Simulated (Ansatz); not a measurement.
The starting structures come from a database of crystals and need not be the phases stable at ambient conditions.

Inside the gap of an insulator the Bloch states are evanescent, with a wavenumber k + iκ along the transport direction.

Given:

```yaml
crystal:
  lattice:
    - [8.21156, 0.00000, 0.00000]
    - [0.00905, 8.21764, 0.00000]
    - [0.00000, 0.00000, 4.14384]
  atoms:
    - { symbol: La, position: [0.27701, 0.36968, 0.28998] }
    - { symbol: La, position: [0.72299, 0.63032, 0.71002] }
    - { symbol: La, position: [0.72299, 0.13032, 0.78998] }
    - { symbol: La, position: [0.27701, 0.86968, 0.21002] }
    - { symbol: S, position: [0.99742, 0.10417, 0.35007] }
    - { symbol: S, position: [0.00258, 0.89583, 0.64993] }
    - { symbol: S, position: [0.00258, 0.39583, 0.85007] }
    - { symbol: S, position: [0.99742, 0.60417, 0.14993] }
    - { symbol: S, position: [0.63471, 0.37413, 0.26369] }
    - { symbol: S, position: [0.36529, 0.62587, 0.73631] }
    - { symbol: S, position: [0.36529, 0.12587, 0.76369] }
    - { symbol: S, position: [0.63471, 0.87413, 0.23631] }
```

Space group of this cell: P2_1/c. The cell is taken as given.

Transport runs along the normal of the first two printed cell vectors.

The gap is the functional's own, uncorrected, and κ follows it; spin-orbit coupling is left out. Mid-gap values are interpolated between the computed energies.

Task: Compute, with r2SCAN (Ansatz, a quantum-chemistry and plane-wave program), the band gap and the smallest decay constant κ at mid-gap.

Result: Gap 0.90 eV on a 4×4×8 mesh; κ = 0.208 1/Å, at the zone centre.
